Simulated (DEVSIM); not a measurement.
Device: abrupt InP p-n junction, at 300 K.

| layer (left to right) | material | thickness (μm) | Nd (cm⁻³) | Na (cm⁻³) | τn (s) | τp (s) |
|---|---|---|---|---|---|---|
| 1 | InP | 0.530 | - | 1.1e17 | 2.1e-8 | 2.1e-8 |
| 2 | InP | 280 | 1.3e14 | - | 2.1e-8 | 2.1e-8 |

Left contact: ohmic. Right contact: ohmic. Voltage is applied to the left contact. Recombination: SRH at mid-gap. Mobility is μmin + (μ − μmin)/(1 + (N/Nref)^α).

Constants are typed, rounded textbook-type inputs, not results; the design itself was drawn at random and stands for no fabricated device. Values at 300 K.

| parameter | InP |
|---|---|
| gap (eV) | 1.344 |
| affinity (eV) | 4.38 |
| permittivity | 12.5 |
| Nc (cm⁻³) | 5.7e17 |
| Nv (cm⁻³) | 1.1e19 |
| μn (cm²/Vs) | 5200 |
| μp (cm²/Vs) | 170 |
| μn,min | 400 |
| μp,min | 10 |
| Nref,n | 3e17 |
| Nref,p | 4.9e17 |
| αn | 0.47 |
| αp | 0.62 |

Model (solved in DEVSIM): 1D drift-diffusion, Boltzmann statistics, complete ionisation; no tunnelling, impact ionisation, image-force lowering or self-heating.

Problem. Tabulate band edges, carrier densities and field at zero bias.

Solution. Energies count from the Fermi level of the right contact; mesh points crowd at the junctions.

| x (μm) | Ec (eV) | Ev (eV) | n (cm⁻³) | p (cm⁻³) | field (V/cm) |
|---|---|---|---|---|---|
| 0.000 | 1.225 | -0.119 | < 1e2 | 1.1e17 | ≈ 0 |
| 0.03797 | 1.225 | -0.119 | < 1e2 | 1.1e17 | ≈ 0 |
| 0.1303 | 1.225 | -0.119 | < 1e2 | 1.1e17 | ≈ 0 |
| 0.3398 | 1.225 | -0.119 | < 1e2 | 1.1e17 | ≈ 0 |
| 0.4903 | 1.224 | -0.120 | < 1e2 | 1.0e17 | -1100 |
| 0.5293 | 1.199 | -0.145 | < 1e2 | 4.0e16 | -18000 |
| 0.5674 | 1.152 | -0.192 | < 1e2 | 6.4e15 | -9100 |
| 0.7326 | 1.045 | -0.299 | < 1e2 | 1.1e14 | -5600 |
| 1.135 | 0.839 | -0.505 | 4500 | 3.7e10 | -4700 |
| 2.180 | 0.447 | -0.897 | 1.8e10 | 9300 | -2800 |
| 4.964 | 0.217 | -1.127 | 1.3e14 | < 1e2 | -14 |
| 16.96 | 0.217 | -1.127 | 1.3e14 | < 1e2 | ≈ 0 |
| 44.34 | 0.217 | -1.127 | 1.3e14 | < 1e2 | ≈ 0 |
| 117.2 | 0.217 | -1.127 | 1.3e14 | < 1e2 | ≈ 0 |
| 235.9 | 0.217 | -1.127 | 1.3e14 | < 1e2 | ≈ 0 |
| 263.8 | 0.217 | -1.127 | 1.3e14 | < 1e2 | ≈ 0 |
| 274.3 | 0.217 | -1.127 | 1.3e14 | < 1e2 | ≈ 0 |
| 278.2 | 0.217 | -1.127 | 1.3e14 | < 1e2 | ≈ 0 |
| 279.9 | 0.217 | -1.127 | 1.3e14 | < 1e2 | ≈ 0 |
| 280.3 | 0.217 | -1.127 | 1.3e14 | < 1e2 | ≈ 0 |
| 280.5 | 0.217 | -1.127 | 1.3e14 | < 1e2 | ≈ 0 |
| 280.5 | 0.217 | -1.127 | 1.3e14 | < 1e2 | ≈ 0 |
